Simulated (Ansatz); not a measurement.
Structures of equal composition on the (113) surface of germanium: 1 pair of surface atoms bonded, no caps; unpaired: 0 pairs of surface atoms bonded, no caps. The slabs share one bottom face, and each structure is named by its start. These are constructed structures in small cells; real faces may alloy, dewet or reconstruct in larger ones, and not all known structures of the face are among them. Slabs of about 14 Å with all that they carry, Fermi-Dirac smearing of 0.025 eV. Bottom of the slabs: built like the top, H on every dangling bond, free. Relaxed from the named starts with such symmetry as they have, on meshes of like density; energies extrapolated to zero smearing; no spin-orbit coupling, no U. Spin-polarised runs, if any, are marked in brackets, and their order is one that fits the cell; the others ran without spin. Where a second, spin-polarised start was run, the lower counts.

Calculation: PBE (plane waves to 420 eV, PAW; Ansatz, a program for electronic structure).

Task: Order them by energy per 1x1 cell (lowest first) at the level PBE.

Result: 1 pair of surface atoms bonded, no caps (0.000 eV [spin start, no net moment], gap 0.37 eV on the mesh), unpaired: 0 pairs of surface atoms bonded, no caps (0.071 eV (1 Ge–Ge bonds formed), a narrow gap of 0.12 eV by band count)
